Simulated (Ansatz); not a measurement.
## Effect of Pt vacancy, symmetric start on PtGe

Consider a 16-atom supercell of PtGe (space group Pnma, No. 62; a = 5.819 Å, b = 3.757 Å, c = 6.175 Å) at its relaxed geometry.

The change: a neutral Pt vacancy, symmetric start, atoms relaxed at fixed cell.

Level of theory: PBE, PAW, 420 eV (Ansatz, a quantum-chemistry and plane-wave program; spin-orbit coupling left out). Settings: 6×6×6 k-points, 0.05 eV Fermi–Dirac smearing.

The energy gained by relaxation comes out as 0.23 eV and the mean distance from the defect site to its nearest host atoms decreases by 0.17 Å to 2.34 Å.

In so small a cell the defect repeats every few ångströms: this is an ordered compound, not a dilute defect. The defect started on the symmetric site and kept its symmetry, so it may sit on a saddle. All final runs are without spin polarisation. The defect cell is not spin-polarised.
